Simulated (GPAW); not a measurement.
Checking a run of GPAW on SiO2 (P2_1, 12 atoms in the cell). The aim is a self-consistent single point with DFT LDA (Perdew-Wang 92), plane waves, GPAW PAW datasets LDA (gpaw-data 1.0.1).

Cell that was meant: a = 5.1453 Å, b = 8.3970 Å, c = 5.1847 Å, α = 90.00°, β = 119.22°, γ = 90.00°.

Part of the input:

```python
                                [0.666480, 0.751140, 0.334020]],
              pbc=True)

calc = GPAW(mode={'name': 'pw', 'ecut': 80},
            xc='LDA',
            kpts={'size': (3, 2, 3), 'gamma': True},
            occupations={'name': 'fermi-dirac', 'width': 0.0},
```

The program printed (abridged):

```
Input parameters:
  convergence: {bands: -4,
                density: 1e-05,
                energy: 1e-05}
  kpts: {gamma: True,
   [... lines left out ...]
  11 O      2.583957    6.307324    1.511489    ( 0.0000,  0.0000,  0.0000)

Unit cell:
           periodic     x           y           z      points  spacing
  1. axis:    yes    5.145306    0.000000    0.000000    12     0.3742
  2. axis:    yes    0.000000    8.397002    0.000000    18     0.4665
  3. axis:    yes   -2.530645    0.000000    4.525144    12     0.3771

  Lengths:   5.145306   8.397002   5.184698
  Angles:   90.000000 119.215700  90.000000

Effective grid spacing dv^(1/3) = 0.4225
     iter     time        total  log10-change:
                         energy   eigst   dens
iter:   1 --:--:--   288.203330   +0.79
iter:   2 --:--:--   312.533910   -0.48  -0.32
iter:   3 --:--:--   483.376738   +0.44  -0.34
iter:   4 --:--:--   494.185617   -1.65  -0.57
iter:   5 --:--:--   481.795609   -1.63  -0.64
iter:   6 --:--:--   503.510591   -0.95  -0.49
iter:   7 --:--:--   503.487970   -2.61  -1.68
iter:   8 --:--:--   503.572824   -2.70  -1.61
iter:   9 --:--:--   503.543550   -3.01  -1.98
iter:  10 --:--:--   503.594814   -3.36  -1.92
   [... lines left out ...]
iter:  23 --:--:--   503.597394c  -7.85c -3.84
iter:  24 --:--:--   503.597396c  -7.62c -3.93
iter:  25 --:--:--   503.597396c  -8.62c -4.07
iter:  26 --:--:--   503.597398c  -8.39c -4.11
iter:  27 --:--:--   503.597398c  -8.47c -4.16
iter:  28 --:--:--   503.597398c  -8.04c -4.16
iter:  29 --:--:--   503.597398c  -8.64c -4.39
iter:  30 --:--:--   503.597399c  -9.46c -4.43
iter:  31 --:--:--   503.597399c  -8.74c -4.47
iter:  32 --:--:--   503.597399c  -9.50c -4.91
iter:  33 --:--:--   503.597399c  -9.46c -4.92
iter:  34 --:--:--   503.597399c  -9.96c -5.19c
Converged after 34 iterations.

Dipole moment: (-0.000000, -8.290430, -0.000000) |e|*Ang

Energy contributions relative to reference atoms: (reference = -47658.117279)

Kinetic:       -1432.351058
Potential:     +1843.628836
External:        +0.000000
XC:             +87.594770
Entropy (-ST):   +0.000000
Local:           +4.724851
SIC:             +0.000000
--------------------------
Free energy:   +503.597399
Extrapolated:  +503.597399

Showing only first 2 kpts
 Kpt  Band  Eigenvalues  Occupancy
  0    30      3.74751    2.00000
  0    31      3.86231    2.00000
  0    32      4.08883    0.00000
  0    33      6.33579    0.00000

  1    30      2.72337    2.00000
  1    31      2.99585    2.00000
  1    32      5.97697    0.00000
  1    33      8.03119    0.00000

   [... lines left out ...]
Fermi level: 3.97557
Gap: 0.227 eV
   [... lines left out ...]
  7 O     2.38172    3.38599    0.67363
  8 O     0.54938   -7.37425    1.55725
  9 O    -0.54938   -7.37425   -1.55725
 10 O    -0.47110   -0.09985   -1.21345
 11 O     0.47110   -0.09985    1.21345

Stress tensor:
     0.797608     0.000000     0.007490
     0.000000     0.779471     0.000000
     0.007490     0.000000     0.792688
Stress (GPa, Voigt): [127.791  124.885  127.0025   0.       1.2001   0.    ]
```

Q: Is anything amiss in this input, and did it matter?

A: The run is not sound. The fault is a basis or grid far too coarse for these potentials. The error of an incomplete plane-wave basis or grid does not cancel at such settings. To fix it, restore the cutoff that the potentials need and check convergence. The run converged in 34 iterations without an error; against the sound input the free energy goes up by 50.7 eV/atom, the largest force goes from 0.134 to 7.557 eV/Å and the gap on the mesh goes from 5.335 to 0.227 eV.

An input that runs soundly differs in these lines (not the only fix; some lines may just follow from the change or write a value another way):
```diff
-calc = GPAW(mode={'name': 'pw', 'ecut': 80},
+calc = GPAW(mode={'name': 'pw', 'ecut': 900},
```

With that input, the run converged in 35 iterations: free energy E − TS (from the program's reference atoms) -104.5762 eV; top of the valence band (on the code's own zero) -0.71 eV; gap on the k-point mesh 5.33 eV; largest force (vector length) 0.134 eV/Å (DFT LDA (Perdew-Wang 92), plane waves, GPAW PAW datasets LDA (gpaw-data 1.0.1)).

On the sound input: the starting cell comes from a database of computed structures (which also holds hypothetical and non-ambient phases and stackings), without a prior relaxation at this level. Its lattice was rescaled by a random factor within 2.5 % of one.
